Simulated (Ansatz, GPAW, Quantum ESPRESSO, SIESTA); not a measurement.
## One structure in several programs: K3Al (Pm-3m, 4 atoms in the cell)

Self-consistent single point.

```yaml
crystal:
  lattice:
    - [5.77187, 0.00000, 0.00000]
    - [0.00000, 5.77187, 0.00000]
    - [0.00000, 0.00000, 5.77187]
  atoms:
    - { symbol: K, position: [0.00000, 0.50000, 0.50000] }
    - { symbol: K, position: [0.50000, 0.00000, 0.50000] }
    - { symbol: K, position: [0.50000, 0.50000, 0.00000] }
    - { symbol: Al, position: [0.00000, 0.00000, 0.00000] }
```

Shared settings, as Ansatz (a first-principles code) writes them: kpoints.mp_grid.grid = 6 6 6; scf.occupations.method = fermi_dirac; scf.occupations.width = 0.05 eV. Potentials and cutoffs stand in the table.

```
code                                                                                                                                      model  pressure (GPa)       cutoff
----------------  -----------------------------------------------------------------------------------------------------------------------------  --------------  -----------
SIESTA            GGA PBEsol, numerical atomic orbitals DZP, PseudoDojo PBEsol standard norm-conserving potentials (rewritten from UPF to PSML)           -0.12  grid 300 Ry
GPAW                                                                                      PBEsol, GPAW PAW datasets PBEsol (made by gpaw-setup)           -0.41       600 eV
Ansatz                                                                                                          PBEsol, PAW files made with PBE           -0.39      default
Quantum ESPRESSO                                                          PBEsol, PseudoDojo standard norm-conserving (PBESOL) pseudopotentials           -0.39        75 Ry
```

The spread over the programs that give each value: pressure within 0.29 GPa.

SIESTA uses small atom-centred bases, whose incompleteness enters pressures, forces and empty levels differently from a plane-wave cutoff. Ansatz's pressure is given at a fixed set of plane waves, as the other plane-wave codes print theirs.

On the base mesh (5 5 5) the same programs gave: Ansatz pressure -0.41 GPa; Quantum ESPRESSO pressure -0.41 GPa; GPAW pressure -0.42 GPa; SIESTA pressure -0.14 GPa.

The starting cell comes from a database of computed structures (which also holds hypothetical and non-ambient phases and stackings), without a prior relaxation at this level.

Left out of this page: CP2K (on another mesh); Elk and FLEUR (not drawn, or without a comparable value).

Keys are those of Ansatz 0.2.
